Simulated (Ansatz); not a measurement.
Start from InAs in the zinc blende structure (space group F-43m, No. 216; a = 6.1863 Å). Axes: x, y, z lie along the cube axes.

Method: DFT with PBE, PAW potentials and a 420 eV plane-wave cutoff in Ansatz (a first-principles code), without spin-orbit coupling.

The change: an isotropic linear strain of +2.00 %, atoms relaxed at fixed cell.

Problem. Predict the stress tensor and what it implies for the stiffness.

Solution. Stress of the strained cell less that of the base (GPa, compression positive):
```
   -2.5     0.0     0.0
    0.0    -2.5     0.0
    0.0     0.0    -2.5
```

Then B = −ΔP/(ΔV/V₀) with ΔV/V₀ = 0.0612 gives secant stiffness values (nonlinear terms included at this strain): B ≈ 41 GPa.

As a check, the harmonic strain energy −½ V₀ Δσ:ε is 14 meV/atom; the computed energy rise is 15 meV/atom.

The mesh was chosen for an insulator and is coarse for the gapless case. Whether these cells are dynamically stable was not tested. All final runs are without spin polarisation.
